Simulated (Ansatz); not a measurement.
Consider CsPbBr3 in the cubic perovskite structure (space group Pm-3m, No. 221; a = 5.9376 Å).

Structures relaxed with r2SCAN/PAW in Ansatz (a quantum-chemistry and plane-wave program), scalar-relativistic without spin-orbit coupling.

Base:

Simulated powder pattern, Mo Kα, λ = 0.71073 Å (kinematic, ideal powder, no thermal factors, no anomalous dispersion; the 14 strongest lines at most, above 2 %, up to 2θ = 40°):

```csv
2θ (°),I/Imax (%),hkl
6.86,35,(100)
9.71,84,(110)
11.90,18,(111)
13.75,100,(200)
15.38,22,(210)
16.86,45,(211)
19.49,80,(220)
21.82,23,(310)
23.93,30,(222)
25.88,28,(321)
27.70,15,(400)
31.05,42,(420)
34.10,31,(422)
35.54,16,(431)
```

After one change:

Simulated powder pattern, Mo Kα, λ = 0.71073 Å (kinematic, ideal powder, no thermal factors, no anomalous dispersion; the 14 strongest lines at most, above 2 %, up to 2θ = 40°):

```
2θ (°)  I/Imax (%)
------  ----------
6.58            34
9.30            83
11.40           18
13.17          100
14.74           22
16.15           45
18.67           81
20.90           23
22.92           31
24.78           29
26.52           15
29.72           43
32.64           32
34.01           17
```

Task: Which change produced these results?
A. pressure −2 GPa
B. pressure 1.8 GPa
C. pressure −1 GPa
D. pressure 9 GPa

Result: A, pressure −2 GPa. Its volume per atom is 47.58 Å³ against 41.87 Å³, and its space group is Pm-3m (No. 221).

Load acts through the strain it causes; cell and atoms are relaxed under it. No phonon test of stability was made. No other phases were tried under pressure. Many cubic perovskites are stable only at high temperature; tilts and polar distortions were not tested. This is not the structure that CsPbBr3 has at room temperature and ambient pressure.
